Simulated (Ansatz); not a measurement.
Worked example: self-consistent single point of AlV₂C (P6_3/mmc, 8 atoms in the cell) in Ansatz (a first-principles code).

Level of theory: PBE, PAW files (plane waves; Ansatz).

The change in words: lattice scaled by 0.98. Reference geometry:
```yaml
crystal:
  lattice:
    - [2.87489, 0.00000, 0.00000]
    - [-1.43745, 2.48973, 0.00000]
    - [0.00000, 0.00000, 13.04716]
  atoms:
    - { symbol: Al, position: [0.33333, 0.66667, 0.25000] }
    - { symbol: Al, position: [0.66667, 0.33333, 0.75000] }
    - { symbol: V, position: [0.33333, 0.66667, 0.58638] }
    - { symbol: V, position: [0.66667, 0.33333, 0.41362] }
    - { symbol: V, position: [0.66667, 0.33333, 0.08638] }
    - { symbol: V, position: [0.33333, 0.66667, 0.91362] }
    - { symbol: C, position: [0.00000, 0.00000, 0.00000] }
    - { symbol: C, position: [0.00000, 0.00000, 0.50000] }
```

Reference input (self-consistent single point, DFT, PBE, plane waves, PAW files): basis.ecutwfc = 30.9 Ry; kpoints.mp_grid.grid = 11 11 2; hamiltonian.xc = pbe; hamiltonian.pseudopotentials = {kind: paw} (the program's default PAW files); scf.occupations.method = fermi_dirac; scf.occupations.width = 0.0073 Ry. This run's input differs from it in these lines:

```diff
@@ -2,5 +2,5 @@
   lattice:
-    - [2.874895, 0.000000, 0.000000]
-    - [-1.437447, 2.489732, 0.000000]
-    - [0.000000, 0.000000, 13.047159]
+    - [2.817397, 0.000000, 0.000000]
+    - [-1.408698, 2.439937, 0.000000]
+    - [0.000000, 0.000000, 12.786216]
   atoms:
```

Output (repeated stretches shortened):

```
SCF iter   1: F=—  HF=-13232.974733 eV  |F-HF|=—  |Δ(HF+E_count)|=         —  Δρ=1.04e-1  dr2=1.16e1  ethr=3.10e-3  ⟨swp⟩=6.0  Hψ=4540  notcnv=0
all-band conjugate gradients solve this SCF's bands
preconditioner: auto → Kerker (q_TF=auto, 2.601 Å⁻¹)
SCF iter   2: F=—  HF=-13230.560618 eV  |F-HF|=—  |Δ(HF+E_count)|=    2.41e0  Δρ=2.90e-2  dr2=1.20e0  ethr=3.10e-3  ⟨swp⟩=3.4  Hψ=3169  notcnv=0
   [... lines left out ...]
SCF iter   6: F=—  HF=-13230.389052 eV  |F-HF|=—  |Δ(HF+E_count)|=   2.62e-4  Δρ=2.21e-4  dr2=6.88e-5  ethr=2.88e-6  ⟨swp⟩=2.0  Hψ=1845  notcnv=0
SCF iter   7: F=—  HF=-13230.389031 eV  |F-HF|=—  |Δ(HF+E_count)|=   2.09e-5  Δρ=6.99e-5  dr2=5.45e-6  ethr=1.04e-7  ⟨swp⟩=2.0  Hψ=1796  notcnv=0
SCF iter   8: F=—  HF=-13230.389030 eV  |F-HF|=—  |Δ(HF+E_count)|=   7.53e-7  Δρ=1.14e-5  dr2=1.11e-7  ethr=8.26e-9  ⟨swp⟩=2.0  Hψ=1767  notcnv=0
SCF iter   9: F=-13230.389030 eV  HF=-13230.389030 eV  |F-HF|=7.17e-10  |Δ(HF+E_count)|=   2.47e-8  Δρ=2.11e-6  dr2=3.00e-9  ethr=1.52e-10  ⟨swp⟩=5.6  Hψ=4684  notcnv=0
SCF 1 converged in 9 iterations: F = -13230.389030 eV  dr2 = 3.00e-9
Free energy (F): -13230.389030 eV
Internal energy: -13230.267685 eV  (E = F + TS)
E sigma→0 (E₀):  -13230.328358 eV
Entropy (-TS):   -0.121345 eV (-15.168 meV/atom)
Fermi energy:    15.180246 eV
--- Forces (eV/Å), atoms counted from 1 ---
  atom   1  Al    -0.00000000     0.00000000     0.00000000
  atom   2  Al     0.00000000    -0.00000000     0.00000000
  atom   3  V     -0.00000000     0.00000000     0.60151614
  atom   4  V     -0.00000000    -0.00000000    -0.60151614
  atom   5  V     -0.00000000    -0.00000000     0.60151614
  atom   6  V     -0.00000000     0.00000000    -0.60151614
  atom   7  C      0.00000000    -0.00000000     0.00000000
  atom   8  C      0.00000000    -0.00000000    -0.00000000
--- Stress (GPa, compression-positive) ---
       20.312787      -0.000000       0.000000
       -0.000000      20.312787       0.000000
        0.000000       0.000000      20.252559
  P = ⅓ Tr σ = 20.2927 GPa (202.927 kbar)
  The stress holds the Pulay correction. Without it, at fixed plane waves, as pw.x and ABINIT print it: P = 20.0096 GPa
```

The run converged in 9 iterations. Against the reference run the free energy goes up by 52.4 meV/atom, the pressure goes from 4.94 to 20.29 GPa and the largest force goes from 0.082 to 0.602 eV/Å.

The starting cell comes from a database of computed structures (which also holds hypothetical and non-ambient phases and stackings), without a prior relaxation at this level. Its lattice was rescaled by a random factor within 2.5 % of one. For this run, on top of that: lattice scaled by 0.98. Spin polarisation is off. With a pressure of about 20 GPa the cell is away from its equilibrium volume at this level. Ansatz's pressure includes its estimate of the finite-basis (Pulay) stress.

Keys are those of Ansatz 0.2.
